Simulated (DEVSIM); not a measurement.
Structure: TaN/SiO2/p-Si capacitor, at 300 K.

Layer 1 from the left is SiO2, thickness (nm) 3.30. Layer 2 from the left is Si, thickness (nm) 4900, Na (cm⁻³) 1.4e16.

Metal gate on the left, work function 4.4 eV. Fixed charge at the semiconductor interface 3.8e10 cm⁻² (in units of +e); interface traps 1e10 cm⁻² eV⁻¹, uniform in energy, neutral level at 0.5 of the gap above the valence band.

Constants are typed, rounded textbook-type inputs, not results; the design itself was drawn at random and stands for no fabricated device. Values at 300 K.

SiO2: gap (eV) 9, affinity (eV) 0.9, permittivity 3.9. Si: gap (eV) 1.124, affinity (eV) 4.05, permittivity 11.7, Nc (cm⁻³) 2.86e19, Nv (cm⁻³) 3.1e19.

DEVSIM, 1D Poisson equation in equilibrium, Boltzmann statistics, complete ionisation; no quantum confinement or tunnelling. Metal contacts follow the ideal Schottky-Mott rule: no Fermi-level pinning, no interface dipoles.

Q: What does the simulation give for the flat-band voltage, the threshold voltage (band bending 2φF), the minimum of the low-frequency capacitance?

A: flat-band voltage -0.58 V; threshold voltage (band bending 2φF) 0.20 V; minimum of the low-frequency capacitance 0.0445 μF/cm².
